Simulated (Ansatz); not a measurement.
Here is the system:

```xyz
4
Lattice="4.0741 0.0000 0.0542 -2.0371 3.5283 -0.0271 0.0883 0.0000 6.6367" Properties=species:S:1:pos:R:3 pbc="T T T"
Cd    -0.0102     2.3515     0.0028
Cd     2.0710     1.1767     3.3483
S      0.0434     2.3530     2.4992
S      2.1246     1.1752     5.8447
```

No spin polarisation.

All numbers come from DFT with LDA, PAW potentials and a 420 eV plane-wave cutoff in Ansatz (a first-principles code), no spin-orbit coupling. Γ-centred 9×9×5 mesh, Fermi–Dirac width 0.05 eV.

Q: What is the computed stress (xx, yy, zz, yz, xz, xy; compression positive)?

A: (-0.03, -0.01, 0.01, 0.00, -0.42, 0.00) GPa.

Q: Estimate the space group.

A: Cc (No. 9).

Q: What is the computed gap character?

A: Direct at Γ.

The cells carry an imposed strain or load. No phonon test of stability was made. The cell was made from CdS in the wurtzite structure (space group P6_3mc, No. 186) by this change: tensor shear ε_xz = +1.33 %.
